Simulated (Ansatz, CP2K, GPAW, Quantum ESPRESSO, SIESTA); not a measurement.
Code comparison for Hg3Ge (P1, 8 atoms in the cell)

Self-consistent single point, at a second geometry (atoms moved at random). First geometry:

```yaml
crystal:
  lattice:
    - [6.47046, 0.00000, 0.00000]
    - [-3.23523, 5.60358, 0.00000]
    - [0.00000, 0.00000, 5.24724]
  atoms:
    - { symbol: Ge, position: [0.66667, 0.33333, 0.25000] }
    - { symbol: Ge, position: [0.33333, 0.66667, 0.75000] }
    - { symbol: Hg, position: [0.33728, 0.16864, 0.75000] }
    - { symbol: Hg, position: [0.66272, 0.83136, 0.25000] }
    - { symbol: Hg, position: [0.16864, 0.33728, 0.25000] }
    - { symbol: Hg, position: [0.83136, 0.66272, 0.75000] }
    - { symbol: Hg, position: [0.83136, 0.16864, 0.75000] }
    - { symbol: Hg, position: [0.16864, 0.83136, 0.25000] }
```

Second geometry:
```xyz
8
Lattice="6.4705 0.0000 0.0000 -3.2352 5.6036 0.0000 0.0000 0.0000 5.2472" Properties=species:S:1:pos:R:3 pbc="T T T"
Ge     3.2408     1.8382     1.2717
Ge    -0.0223     3.7431     3.9765
Hg     1.6233     0.9949     3.9172
Hg     1.6128     4.6481     1.3385
Hg     0.0021     1.8355     1.3171
Hg     3.2392     3.7507     3.9040
Hg     4.8327     0.9567     3.9505
Hg    -1.5877     4.6471     1.3134
```

Shared settings, as Ansatz (a quantum-chemistry and plane-wave program) writes them: kpoints.mp_grid.grid = 3 3 4; scf.occupations.method = gaussian; scf.occupations.width = 0.1 eV. Potentials and cutoffs stand in the table.

```json
[
 {"code": "CP2K", "model": "LDA (Pade form), GPW, DZVP-MOLOPT-SR-GTH basis, GTH-PADE potentials (GTH_POTENTIALS)", "ΔF from the first geometry (meV/atom)": "0.3", "pressure (GPa)": "-5.71", "largest force (eV/Å)": "0.087", "cutoff": "grid 500 Ry"},
 {"code": "Ansatz", "model": "LDA (PW92), PAW files made with PBE", "ΔF from the first geometry (meV/atom)": "0.3", "pressure (GPa)": "-6.25", "largest force (eV/Å)": "0.095", "cutoff": "default"},
 {"code": "Quantum ESPRESSO", "model": "LDA (PZ), GBRV 1.5 ultrasoft (LDA) pseudopotentials", "ΔF from the first geometry (meV/atom)": "0.4", "pressure (GPa)": "-6.25", "largest force (eV/Å)": "0.099", "cutoff": "50 Ry"},
 {"code": "SIESTA", "model": "LDA PW92, numerical atomic orbitals DZP, PseudoDojo LDA standard norm-conserving potentials (rewritten from UPF to PSML)", "ΔF from the first geometry (meV/atom)": "-0.4", "pressure (GPa)": "-14.47", "largest force (eV/Å)": "0.088", "cutoff": "grid 400 Ry"},
 {"code": "GPAW", "model": "LDA (Perdew-Wang 92), GPAW PAW datasets LDA (gpaw-data 1.0.1)", "ΔF from the first geometry (meV/atom)": "0.3", "pressure (GPa)": "-6.08", "largest force (eV/Å)": "0.105", "cutoff": "550 eV"}
]
```

Size of the force on each atom (eV/Å): Sizes of forces hide their directions.

```csv
code,Ge1,Ge2,Hg3,Hg4,Hg5,Hg6,Hg7,Hg8
CP2K,0.031,0.041,0.067,0.073,0.087,0.048,0.061,0.077
Ansatz,0.034,0.043,0.076,0.080,0.095,0.053,0.069,0.085
Quantum ESPRESSO,0.033,0.042,0.079,0.084,0.099,0.055,0.072,0.088
SIESTA,0.025,0.005,0.060,0.056,0.057,0.088,0.073,0.061
GPAW,0.035,0.046,0.084,0.091,0.105,0.065,0.080,0.096
```

On Ansatz's run: spin-orbit coupling is off.

The spread over the programs that give each value: ΔF from the first geometry within 0.8 meV/atom; pressure within 8.76 GPa; largest force within 0.018 eV/Å.

CP2K and SIESTA use small atom-centred bases, whose incompleteness enters pressures, forces and empty levels differently from a plane-wave cutoff. Ansatz's pressure is given at a fixed set of plane waves, as the other plane-wave codes print theirs; with its correction for the finite basis it is -6.21 GPa. The same LDA comes in different parametrisations, which differ slightly. In the pressure, SIESTA (by 8.22) lies more than 1 GPa from the median of the plane-wave programs. In the force vectors, SIESTA (by 0.151) lies more than 0.08 eV/Å from the median of the plane-wave programs.

The starting cell comes from a database of computed structures (which also holds hypothetical and non-ambient phases and stackings), without a prior relaxation at this level. For this run, on top of that: atoms moved at random.

Left out of this page: FLEUR (not drawn, or without a comparable value).

Keys are those of Ansatz 0.2.
